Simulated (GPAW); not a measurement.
GPAW run on NaTlO (P6_3mc, 6 atoms in the cell): relaxation of cell and atoms.

Level of theory: PBEsol, GPAW PAW datasets PBEsol (made by gpaw-setup) (plane waves; GPAW).

```
NaTlO
1.0
    3.48439     0.00000     0.00000
   -1.74219     3.01757     0.00000
    0.00000     0.00000    11.39459
Na Tl O
2 2 2
Direct
  0.66667   0.33333   0.89389
  0.33333   0.66667   0.39389
  0.33333   0.66667   0.11572
  0.66667   0.33333   0.61572
  0.00000   0.00000   0.99040
  0.00000   0.00000   0.49040
```

Reference input (self-consistent single point, DFT PBEsol, plane waves, GPAW PAW datasets PBEsol (made by gpaw-setup)): mode = pw; ecut = 950 eV; xc = PBEsol; kpts = 7 7 2; mesh shift (steps) = 0 0 0; occupations.name = fixed-uniform; nbands = -6; convergence.bands = -4; symmetry.symmorphic = false; symmetry.tolerance = 0.0005; maxiter = 120. This run's input differs from it in these lines:

```diff
@@ -1,4 +1,6 @@
 from ase import Atoms
+from ase.filters import FrechetCellFilter
+from ase.optimize import BFGS
 from ase.units import GPa
-from gpaw import GPAW, PW
+from gpaw import GPAW, PW, FermiDirac
 
@@ -19,5 +21,5 @@
             kpts={'size': (7, 7, 2), 'gamma': True},
-            occupations={'name': 'fixed-uniform'},
+            occupations=FermiDirac(0.0),
             nbands=-6,
-            convergence={'bands': -4},
+            convergence={'density': 1e-05, 'bands': -4},
             symmetry={'symmorphic': False, 'tolerance': 0.0005},
@@ -26,2 +28,10 @@
 atoms.calc = calc
+
+target = FrechetCellFilter(atoms)
+
+opt = BFGS(target, logfile='-')
+converged = opt.run(fmax=0.05, steps=40)
+print('Relaxation converged:', converged)
+print('Cell:', atoms.cell.cellpar().round(4))
+print(atoms.get_scaled_positions().round(5))
```

The program printed (abridged):

```
     iter     time        total  log10-change:
                         energy   eigst   dens
iter:   1 --:--:--   -29.878026   -0.02
iter:   2 --:--:--   -28.261745   -1.12  -1.10
iter:   3 --:--:--   -25.363799   -0.49  -1.15
iter:   4 --:--:--   -25.668127   -1.79  -1.40
iter:   5 --:--:--   -25.273077   -1.47  -1.41
iter:   6 --:--:--   -25.206215   -1.65  -1.86
iter:   7 --:--:--   -25.232095   -2.37  -2.11
iter:   8 --:--:--   -25.201762   -1.89  -2.00
iter:   9 --:--:--   -25.192203   -3.58  -2.38
iter:  10 --:--:--   -25.194279c  -3.26  -2.58
iter:  11 --:--:--   -25.192724c  -3.30  -2.81
iter:  12 --:--:--   -25.192016c  -4.29  -3.00
iter:  13 --:--:--   -25.192009c  -5.48  -3.54
iter:  14 --:--:--   -25.192008c  -5.98  -3.54
   [... 2 lines left out ...]
iter:  17 --:--:--   -25.191997c  -5.99  -3.76
iter:  18 --:--:--   -25.191995c  -6.99  -4.02
iter:  19 --:--:--   -25.191991c  -6.71  -4.09
iter:  20 --:--:--   -25.191991c  -6.80  -4.24
iter:  21 --:--:--   -25.191991c  -8.05c -5.04c
Converged after 21 iterations.

Dipole moment: (0.000000, -0.000000, 8.706580) |e|*Ang

Energy contributions relative to reference atoms: (reference = -1112676.895291)

Kinetic:        +33.707452
Potential:      -31.579554
External:        +0.000000
XC:             -27.731186
Entropy (-ST):   +0.000000
Local:           +0.411297
SIC:             +0.000000
--------------------------
Free energy:    -25.191991
Extrapolated:   -25.191991

Showing only first 2 kpts
 Kpt  Band  Eigenvalues  Occupancy
  0    24      2.12601    2.00000
  0    25      2.27555    2.00000
  0    26      3.82831    0.00000
  0    27      5.77611    0.00000

  1    24      2.12538    2.00000
  1    25      2.12538    2.00000
  1    26      4.75947    0.00000
  1    27      4.75947    0.00000

Fermi level: 3.34833

Gap: 0.960 eV
Transition (v -> c):
   [... lines left out ...]
Direct gap: 1.553 eV
Atomic positions and initial magnetic moments
Free energy:    -25.193545
Fermi level: 3.35634
Gap: 0.949 eV
Direct gap: 1.552 eV
Atomic positions and initial magnetic moments
Free energy:    -25.197359
Fermi level: 3.39840
Gap: 0.895 eV
   [... lines left out ...]
  5 O     0.00000    0.00000   -0.04107

BFGS:    4 --:--:--      -25.199123        0.042202
Relaxation converged: True
Cell: [  3.4741   3.4741  11.3995  90.      90.     120.    ]
[[0.66667 0.33333 0.89229]
 [0.33333 0.66667 0.39229]
 [0.33333 0.66667 0.11517]
 [0.66667 0.33333 0.61517]
 [0.      0.      0.99252]
 [0.      0.      0.49252]]
Energy (eV): -25.199123
Stress (GPa, Voigt): [ 0.2927  0.2927 -0.1024  0.     -0.     -0.    ]
```

The run converged. GPAW prints stress with tension positive. 

Summary of the result:
| Quantity | Result |
|---|---|
| Free energy E − TS (from the program's reference atoms) | -25.1991 eV |
| Top of the valence band (on the code's own zero) | 2.99 eV |
| Gap on the k-point mesh | 0.88 eV |
| Largest force (vector length) | 0.042 eV/Å |
| Final cell | a = 3.4741 Å, b = 3.4741 Å, c = 11.3995 Å, α = 90.00°, β = 90.00°, γ = 120.00° |
| Final volume per atom | 19.86 Å³ |
| Relaxation steps | 4 |

At such cutoffs GPAW's stress carries a finite-basis (Pulay) error, which enters relaxed cells too; its log prints stress with tension positive.

The starting cell comes from a database of computed structures (which also holds hypothetical and non-ambient phases and stackings), without a prior relaxation at this level. Spin-orbit coupling is off. The relaxation keeps the symmetry of its start, so its end need not be a minimum.

Cost on one core of a shared machine: roughly 4 min.
